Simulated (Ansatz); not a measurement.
Input and output of a relaxation of cell and atoms for Zr (Im-3m, 1 atom in the cell) (Ansatz, an electronic-structure program).

Method: LDA (PW92), default PAW files made with PBE (plane waves; Ansatz).

The change in words: atoms on their sites; basis.ecutwfc: 420 eV → 250 eV; relax: default → cell and atoms. Reference geometry:
```
Zr
1.0
   -1.79980     1.79980     1.79980
    1.79980    -1.79980     1.79980
    1.79980     1.79980    -1.79980
Zr
1
Direct
  0.00000   0.00000   0.00000
```

Reference input (self-consistent single point, DFT, LDA (PW92), plane waves, default PAW files made with PBE): basis.ecutwfc = 420 eV; kpoints.mp_grid.grid = 13 13 13; hamiltonian.xc = lda; hamiltonian.pseudopotentials = {kind: paw} (the program's default PAW files); scf.occupations.method = fermi_dirac; scf.occupations.width = 0.1 eV. This run's input differs from it in these lines:

Ansatz 0.2 input:
```diff
@@ -8,3 +8,3 @@
 basis:
-  ecutwfc: 420.0
+  ecutwfc: 250.0
 kpoints:
@@ -16,2 +16,4 @@
   occupations: { method: fermi_dirac, width: 0.1 }
+relax:
+  cell: {}
 output:
```

Log, with long lists cut:

```
   [... SCF lines of the steps left out ...]
relax step   1: F+E_penalty+E_count = -4077.19038285 eV  Δ(F+E_penalty+E_count) = +0.000e0 eV  max|allowed force component| = 0.000e0 eV/Å  Δτ_max = 0.0000 Å  P = -7.969 GPa  Ω = 23.320 Å³  (6 SCF iters, dr2 threshold 1.00e-7 eV, accepted)
relax step   2: F+E_penalty+E_count = -4077.35800696 eV  Δ(F+E_penalty+E_count) = -1.676e-1 eV  max|allowed force component| = 0.000e0 eV/Å  Δτ_max = 0.0000 Å  P = +12.377 GPa  Ω = 20.073 Å³  energy of the carried Pulay correction = +2.000e-1 eV  (5 [...]
   [... lines left out ...]
relax step  12: F+E_penalty+E_count = -4077.24940369 eV  Δ(F+E_penalty+E_count) = -1.422e-3 eV  max|allowed force component| = 0.000e0 eV/Å  Δτ_max = 0.0000 Å  P = -0.009 GPa  Ω = 21.164 Å³  energy of the carried Pulay correction = +1.413e-3 eV  (2 [...]
relax step  13: F+E_penalty+E_count = -4077.24719898 eV  Δ(F+E_penalty+E_count) = +2.205e-3 eV  max|allowed force component| = 0.000e0 eV/Å  Δτ_max = 0.0000 Å  P = -0.025 GPa  Ω = 21.164 Å³  stress off target by 2.47e-2 GPa  SCF on the basis [...]
basis re-selected at this cell: Δ(F+E_penalty+E_count) = +2.205e-3 eV, ΔP = -0.016 GPa vs the last step
Stability not checked: this state was not tested for a lower state beside it, because too few of the mixer's solves of this state at the end of the SCF gave a …
Free energy (F): -4077.247199 eV
Internal energy: -4077.194730 eV  (E = F + TS)
E sigma→0 (E₀):  -4077.220964 eV
Entropy (-TS):   -0.052469 eV (-52.469 meV/atom)
Fermi energy:    15.035350 eV
--- Forces (eV/Å), atoms counted from 1 ---
  atom   1  Zr    -0.00000000     0.00000000     0.00000000
   [... lines left out ...]
to start a new deck from the relaxed geometry:
  cell:  # Å, volume = 21.1636 Å³
    - [-1.7425142573152144, 1.7425142573152144, 1.7425142573152144]
    - [1.7425142573152144, -1.7425142573152144, 1.7425142573152144]
    - [1.7425142573152144, 1.7425142573152144, -1.7425142573152144]
  atoms:
    - { symbol: Zr, position: [0.0, 0.0, 0.0] }
```

The run converged. 

Summary of the result:
```
Quantity                                                                            Result
-----------------------------------------------  -----------------------------------------
Free energy E − TS (on the zero of these files)                              -4077.2472 eV
Fermi level (on the code's own zero)                                              15.04 eV
Pressure                                                                         -0.02 GPa
Final cell                                       a = b = c = 3.0181 Å, α = β = γ = 109.47°
Final volume per atom                                                             21.16 Å³
Relaxation steps                                                                        13
```

The starting cell comes from a database of computed structures (which also holds hypothetical and non-ambient phases and stackings), without a prior relaxation at this level. Its lattice was rescaled by up to half a per cent. The relaxation keeps the symmetry of its start, so its end need not be a minimum. Ansatz's pressure includes its estimate of the finite-basis (Pulay) stress. Without the estimate this run gives -9.88 GPa. The cutoff lies below the one recommended for these files.
